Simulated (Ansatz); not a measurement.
## SiC under a change: pressure 18 GPa

The parent structure is SiC (space group P6_3mc, No. 186; a = 3.078 Å, c = 10.076 Å).

One thing is altered: cell and atoms relaxed at a pressure of 18 GPa.

Calculations: PBEsol (Ansatz, an electronic-structure program), no SOC, earlier PAW set. Settings: 12×12×4 k-points, 0.05 eV Fermi–Dirac smearing.

```tsv
quantity	base	changed	shift
volume per atom	10.33 Å³	9.63 Å³	-0.70 Å³
density	3.22 g/cm³	3.46 g/cm³	+0.24 g/cm³
lattice parameter a	5.817 bohr	5.682 bohr	-0.135 bohr
c/a ratio	3.273	3.272	-0.001
enthalpy H = E + PV relative to the base's energy	–	+1.12 eV/atom	–
band gap	2.12 eV	2.13 eV	+0.01 eV
gap character	indirect, Γ → M	indirect, Γ → M	–
smallest direct gap	3.25 eV	3.28 eV	+0.03 eV
mean gap deformation potential ΔEg/Δln V	–	-0.2 eV	–
valence-band top at Γ (three highest levels, from the VBM)	0.00, 0.00, -0.05 eV	0.00, 0.00, -0.05 eV	–
```

Load acts through the strain it causes; cell and atoms are relaxed under it. Stability against distortions was not tested. Competing high-pressure phases were not computed.
